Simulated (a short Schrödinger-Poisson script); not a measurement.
System: gated Al0.2Ga0.8As/GaAs modulation-doped gas in a quantum well, at 20 K.

| layer | material | thickness (nm) | Nd (cm⁻³) | Na (cm⁻³) |
|---|---|---|---|---|
| 1 | Al0.2Ga0.8As | 10 | - | - |
| 2 | Al0.2Ga0.8As | 40 | 1.2e18 | - |
| 3 | Al0.2Ga0.8As | 10 | - | - |
| 4 | GaAs | 8 | - | - |
| 5 | Al0.2Ga0.8As | 4000 | - | 6e15 |

The device is made up for the run: typed textbook-type constants, with dimensions and the other settings drawn at random. Al0.2Ga0.8As: permittivity 12.33, conduction-band edge (eV) 0.158, gap (eV) 1.673, electron mass (mₑ) 0.0836, Nv at 300 K (cm⁻³) 9e18. GaAs: permittivity 12.9, conduction-band edge (eV) 0, gap (eV) 1.424, Nv at 300 K (cm⁻³) 9e18.

Channel valleys (confinement mass, in-plane density-of-states mass, number): Γ 0.067, 0.067, 1. At the gate the conduction-band edge of layer 1 lies 0.91 eV − eVg above the Fermi level of the channel; the field vanishes at the back. Donor level 0.02 eV below the band edge. The barrier under the gate holds no holes. Gaps are held at their typed values at every temperature. Mesh 0.08 nm at interfaces.

From a short Schrödinger-Poisson script (our own, NumPy): 1D Poisson equation in equilibrium, electrons quantum, Hartree plus LDA exchange-correlation (BenDaniel-Duke, 40 states a valley, the channel's in-plane mass for all, wave functions free to enter the barrier), parabolic valleys, classical holes, donors ionised by Fermi statistics, acceptors fully, no traps, pinning or gate leakage.

Task: List the lowest subbands of each valley and their electrons at Vg = 0.5 V.

Result: 
```
valley  subband  energy from the Fermi level (meV)  electrons (cm⁻²)  share (%)
------  -------  ---------------------------------  ----------------  ---------
Γ             0                               -3.8           1.11e11      100.0
Γ             1                               19.4             < 1e6        0.0
Γ             2                               30.6             < 1e6        0.0
```

All electrons: 1.11e11 cm⁻².
